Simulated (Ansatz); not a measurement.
The starting structures come from a database of crystals and need not be the phases stable at ambient conditions.

By PBEsol, the system below comes out a metal.

The ballistic (Sharvin) conductance counts the channels at the Fermi level: G/A = (e²/h) × channels of both spins per area.

```yaml
crystal:
  lattice:
    - [3.68348, 0.00000, 0.00000]
    - [-1.84174, 7.43557, 0.00000]
    - [0.00000, 0.00000, 3.67325]
  atoms:
    - { symbol: Zr, position: [0.89409, 0.78818, 0.75000] }
    - { symbol: Zr, position: [0.10591, 0.21182, 0.25000] }
    - { symbol: Si, position: [0.44854, 0.89708, 0.25000] }
    - { symbol: Si, position: [0.55146, 0.10292, 0.75000] }
    - { symbol: Si, position: [0.25025, 0.50050, 0.75000] }
    - { symbol: Si, position: [0.74975, 0.49950, 0.25000] }
```

The cell is taken as given; by PBEsol it stands under a pressure of -3.1 GPa.

The current flows along the normal of the first two printed cell vectors. No spin-orbit coupling; the value is a mean over 0.1 eV about the Fermi level.

**Question.** Estimate the ballistic conductance per area that PBEsol in Ansatz (an electronic-structure program) returns for this system.

**Answer.** 0.38 × 10¹⁵ S/m² for both spins.
